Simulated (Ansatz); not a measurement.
# WGe (model structure, started from the MnP type, Pnma, No. 62, 8 atoms in the cell): properties by level of theory

```tsv
level (code)	volume per atom (Å³/atom)	enthalpy of formation (eV/atom)
PBE (Ansatz)	16.40	0.135
PBEsol (Ansatz)	15.88	0.072
PBE-D3(BJ) (Ansatz)	15.95	0.082
```

Ansatz's density-functional and Hartree–Fock values are scalar-relativistic unless marked +SOC, with PAW data made under PBE.

A model structure was made by putting elements into a prototype or built by hand; it is no filed structure, need not be a known phase, and can be a saddle point held by its symmetry.

Ansatz is an electronic-structure program.
